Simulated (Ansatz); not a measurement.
Take MgO in the rock salt structure (space group Fm-3m, No. 225; a = 4.214 Å) as the base. Axes: x, y, z lie along the cube axes.

It is then changed as follows: the cell is compressed by 1.75 % along z with no lateral relaxation, atoms relaxed at fixed cell.

Levels (all Ansatz, an electronic-structure program, PAW): PBEsol (420 eV, no spin-orbit coupling); PBEsol+SOC (420 eV, spin-orbit coupling included).

The geometry is relaxed with PBEsol.

| Item | Value |
|---|---|
| PBEsol valence-band top at Γ | 0.00, 0.00, -0.04 eV |
| PBEsol pressure | 2.99 GPa |
| PBEsol lowest conduction level above the VBM at special points | Γ 4.78 eV; N 7.84 eV; M 8.84 eV; X 9.03 eV |

With PBEsol+SOC at the same geometry, the valence-band top at Γ (three highest Kramers pairs, from the VBM) goes from 0.00, 0.00, -0.04 eV to 0.00, -0.02, -0.06 eV; the pressure remains 2.99 GPa; the lowest conduction level above the VBM at special points becomes Γ 4.76 eV; N 7.83 eV; M 8.83 eV; X 9.01 eV (PBEsol: Γ 4.78 eV; N 7.84 eV; M 8.84 eV; X 9.03 eV).

Single points use the geometry relaxed with PBEsol. Differences between runs with and without spin-orbit coupling are approximate. The levels and masses belong to the bands next to the band gap. The cells carry an imposed strain or load. No phonon test of stability was made. Labels are those of the standard path for the cell's own space group.
